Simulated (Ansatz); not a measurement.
Results of HSE06 (PAW; Ansatz, a first-principles code) for TlAsS2 (P2₁/c, No. 14).

Run with plane-wave cutoff 460 eV, 4×2×2 k mesh (along the axes of the cell as run), Fermi–Dirac smearing 0.01 eV, scalar-relativistic PAW data made under PBE.

Cell (measured lattice):

```cif
data_As8S16Tl8
_chemical_formula_sum 'Tl8 As8 S16'
_space_group_name_H-M_alt 'P21/c'
_space_group_IT_number 14
_space_group_name_Hall '-P 2ybc'
_cell_length_a 6.11400
_cell_length_b 11.31300
_cell_length_c 12.29600
_cell_angle_alpha 90.000
_cell_angle_beta 104.210
_cell_angle_gamma 90.000
loop_
_space_group_symop_operation_xyz
  'x, y, z'
  '-x, -y, -z'
  '-x, y+1/2, -z+1/2'
  'x, -y+1/2, z+1/2'
loop_
_atom_site_label
_atom_site_type_symbol
_atom_site_symmetry_multiplicity
_atom_site_Wyckoff_symbol
_atom_site_fract_x
_atom_site_fract_y
_atom_site_fract_z
_atom_site_occupancy
Tl1 Tl 4 e 0.16280 0.31210 0.05230 1
Tl2 Tl 4 e 0.73560 0.05570 0.10110 1
As1 As 4 e 0.22700 0.83510 0.19480 1
As2 As 4 e 0.46600 0.08630 0.36470 1
S1 S 4 e 0.71500 0.31100 0.12200 1
S2 S 4 e 0.18800 0.55700 0.15100 1
S3 S 4 e 0.42500 0.28800 0.33300 1
S4 S 4 e 0.27100 0.03900 0.18300 1
```

What does this level give for the band gap, smallest direct gap on the k points sampled and Γ–Γ gap?


* **band gap**: 2.20 eV
* **smallest direct gap on the k points sampled**: 2.42 eV
* **Γ–Γ gap**: 2.49 eV

Measured, for comparison: band gap 1.8 ± 0.1 eV (temperature not stated, not corrected to a static lattice, crystals; values from its Ref. 18; as tabulated in Spesyvykh et al. (2024), doi:10.15330/pcss.25.4.795-800).

Note: cell and atoms aren't relaxed at this level (largest force component 0.40 eV/Å, pressure 0.8 GPa).

Spin–orbit coupling is not included; with these elements it can move the gap by several tenths of an eV or more.

The computed numbers hold no vibrational or temperature effects.
